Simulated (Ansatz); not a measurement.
**Fermi-surface data of NiSi2 under load (space group R-3m)**

Given:

```xyz
3
Lattice="0.0217 2.7100 2.7100 2.7100 0.0217 2.7100 2.7100 2.7100 0.0217" Properties=species:S:1:pos:R:3 pbc="T T T"
Si     1.3557     1.3557     1.3557
Si     4.0860     4.0860     4.0860
Ni     0.0000     0.0000     0.0000
```

Method: PBEsol, rigid bands (plane waves, PAW, scalar-relativistic; Ansatz, a first-principles code). Condition of this run: uniaxial stress along [111] of -2 GPa (compression positive) (the target of the relaxation). Geometry: cell and atoms relaxed with PBEsol, then loaded as said.

| Quantity | Result |
|---|---|
| density of states at the Fermi level | 0.874 states/(eV·cell), both spins |
| bare Sommerfeld coefficient | 0.69 mJ/(mol of atoms·K²) |
| Drude plasma energy | 5.6 eV |
| root-mean-square Fermi velocity | 7.3e5 m/s |
| resistivity times τ | 15.9 ×10⁻²² Ω·m·s |

A metal at this level (no band gap); rigid bands, thermally averaged at 300 K, both spins. Spin-orbit coupling is left out. τ is one relaxation time for all states.

Treated as nonmagnetic (a ferromagnetic start lost its moment, other orders weren't tried): NiSi2 under load (space group R-3m).
